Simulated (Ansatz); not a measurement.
Ta₃N₅ (Cmcm, No. 63) was calculated with PBEsol+SOC (PAW; Ansatz, a first-principles code).

Settings: plane-wave cutoff 520 eV, 10×10×4 k mesh (along the axes of the cell as run), Fermi–Dirac smearing 0.01 eV, PAW data made under PBE.

Cell (measured lattice):

```cif
data_N10Ta6
_chemical_formula_sum 'Ta6 N10'
_space_group_name_H-M_alt 'P 1'
_space_group_IT_number 1
_cell_length_a 5.46314
_cell_length_b 5.46314
_cell_length_c 10.26240
_cell_angle_alpha 90.000
_cell_angle_beta 90.000
_cell_angle_gamma 138.330
loop_
_space_group_symop_operation_xyz
  'x, y, z'
loop_
_atom_site_label
_atom_site_type_symbol
_atom_site_fract_x
_atom_site_fract_y
_atom_site_fract_z
_atom_site_occupancy
Ta1 Ta 0.80290 0.19710 0.75000 1
Ta2 Ta 0.19710 0.80290 0.25000 1
Ta3 Ta 0.86550 0.13450 0.05910 1
Ta4 Ta 0.13450 0.86550 0.94090 1
Ta5 Ta 0.13450 0.86550 0.55910 1
Ta6 Ta 0.86550 0.13450 0.44090 1
N1 N 0.23680 0.76320 0.75000 1
N2 N 0.76320 0.23680 0.25000 1
N3 N 0.95300 0.04700 0.61950 1
N4 N 0.04700 0.95300 0.38050 1
N5 N 0.04700 0.95300 0.11950 1
N6 N 0.95300 0.04700 0.88050 1
N7 N 0.69140 0.30860 0.57380 1
N8 N 0.30860 0.69140 0.42620 1
N9 N 0.30860 0.69140 0.07380 1
N10 N 0.69140 0.30860 0.92620 1
```

### Question
Predict the band gap, smallest direct gap on the k points sampled and direct gap at Γ.

### Answer

- band gap: 1.14 eV (indirect)
- smallest direct gap on the k points sampled: 1.41 eV
- direct gap at Γ: 1.42 eV

Measured, for comparison: band gap 2.18 eV (temperature not stated, not corrected to a static lattice, indirect, Tauc analysis with phonon absorption and emission, films; as tabulated in Eichhorn et al. (2021), doi:10.1039/d1ta05282a). Computed (rounded) less measured: band gap -1.04 eV.

Note: cell and atoms aren't relaxed at this level (largest force component 0.18 eV/Å, pressure -1.4 GPa).

Static lattice: no zero-point or thermal effects.
